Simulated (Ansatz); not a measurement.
# Response to strain in Se

Consider Se (space group P3_121, No. 152; made of chains).

```xyz
3
Lattice="4.5057 0.0000 0.0000 -2.2528 3.9020 0.0000 0.0000 0.0000 4.9913" Properties=species:S:1:pos:R:3 pbc="T T T"
Se     0.9781     0.0000     4.1594
Se    -0.4891     0.8471     0.8319
Se     1.7638     3.0550     2.4956
```

Cartesian axes are those of the cell as printed.

Strains are applied to the cell and any free atomic positions relax; under stress the whole cell relaxes.

Levels (all Ansatz, an electronic-structure program, PAW): r2SCAN (500 eV, no SOC); HSE06 (420 eV, no spin-orbit coupling).

Band gaps by level, all at the geometries relaxed with r2SCAN:

```json
[
 {"case": "base", "r2SCAN": "1.33 eV", "HSE06": "1.87 eV"},
 {"case": "uniaxial strain ε_yy = −1.76 %", "r2SCAN": "1.29 eV", "HSE06": "1.82 eV"},
 {"case": "uniaxial stress, 2 GPa tension along z", "r2SCAN": "0.94 eV", "HSE06": "1.45 eV"},
 {"case": "uniaxial stress, 3 GPa compression along x", "r2SCAN": "1.09 eV", "HSE06": "1.63 eV"}
]
```

Single points use the geometry relaxed with r2SCAN. The hybrid gap comes from the SCF mesh plus the semilocal run's edge points and a few special points and is an upper bound. Stability under load was not tested beyond the relaxation. No dispersion term is included, though the crystal is made of layers, chains or molecules, so its spacings can come out too wide.
